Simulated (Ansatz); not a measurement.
Start from GaN in the zinc blende structure (space group F-43m, No. 216; a = 4.498 Å). Axes: x, y, z lie along the cube axes.

Method: plane-wave PAW DFT at the r2SCAN level (Ansatz, an electronic-structure program, 500 eV), no SOC.

Strains are applied to the cell and any free atomic positions relax.

One change was made to it. Results:

The energy rises by 30 meV/atom; the pressure goes from zero to 14.35 GPa.

**Question.** Which change produced these results?
A) uniaxial strain ε_zz = −1.02 %
B) strain tensor (xx, yy, zz, yz, xz, xy) = (+1.25, +0.78, −0.36, −0.16, −0.86, −0.28) %
C) isotropic strain −2.90 %
D) isotropic strain −2.10 %

**Answer.** D, isotropic strain −2.10 %. For comparison, the energy relative to the base in the other runs: uniaxial strain ε_zz = −1.02 % gives +1.1 meV/atom; strain tensor (xx, yy, zz, yz, xz, xy) = (+1.25, +0.78, −0.36, −0.16, −0.86, −0.28) % gives +4.4 meV/atom; isotropic strain −2.90 % gives +58 meV/atom.

No phonon test of stability was made. This is not the structure that GaN has at room temperature and ambient pressure.
